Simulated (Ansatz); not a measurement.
The reference is W in the bcc (W type) structure (space group Im-3m, No. 229; a = 3.169 Å; relaxed with 0.1 eV smearing). Axes: x, y, z lie along the cube axes.

Level of theory: r2SCAN (Ansatz, a program for electronic structure, PAW, no SOC).

Before the change:

| Property | Result |
|---|---|
| Pressure | 0.0 GPa |
| Shortest interatomic distance | 2.744 Å |

Modification: tensor shear ε_xz = +2.32 % (engineering shear γ = 0.0464), atoms relaxed at fixed cell.

Question: Estimate the effect on the energy relative to the base.

Answer: The energy goes up by 16 meV/atom.

Question: What happens to the pressure?

Answer: The pressure (mean of the normal stresses, compression positive) goes from zero to 0.5 GPa.

Question: How does this affect the shortest interatomic distance?

Answer: The shortest interatomic distance drops by 0.042 Å to 2.702 Å.

The cells carry an imposed strain or load. Stability against distortions was not tested. The final runs are not spin-polarised.
